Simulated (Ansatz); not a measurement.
SiGe (model structure, I-4m2, No. 119, 10 atoms in the cell) was calculated with LDA in Ansatz (PAW).

Numerical settings: plane-wave cutoff 520 eV, 12×12×12 k mesh, Fermi–Dirac smearing 0.01 eV, scalar-relativistic PAW data made under PBE.

Cell (relaxed with PBEsol):

Space group I-4m2 (No. 119); a = b = 3.921 Å, c = 27.750 Å, α = β = γ = 90.00°

```csv
atom,site,symmetry,x,y,z
Si,4e,2mm.,0.0000,0.0000,0.0961
Si,4f,2mm.,0.5000,0.0000,0.0482
Si,2b,-4m2,0.0000,0.0000,0.5000
Ge,4f,2mm.,0.0000,0.5000,0.1460
Ge,4e,2mm.,0.0000,0.0000,0.3019
Ge,2d,-4m2,0.5000,0.0000,0.2500
```
(The calculation used a cell of 10 atoms; values per cell refer to that cell.)

**Question.** Estimate the band gap that the calculation returns.

**Answer.** 
- band gap = 0.23 eV (direct)

Note: the relaxation could raise the start's symmetry but not lower it, so the cell can be a saddle point; cell and atoms aren't relaxed at this level (largest force component 0.03 eV/Å, pressure -1.8 GPa).

Spin–orbit coupling is not included.

Static lattice: no zero-point or thermal effects.

A model structure was made by putting elements into a prototype or built by hand; it is no filed structure, need not be a known phase, and can be a saddle point held by its symmetry.

Ansatz is a program for electronic structure.
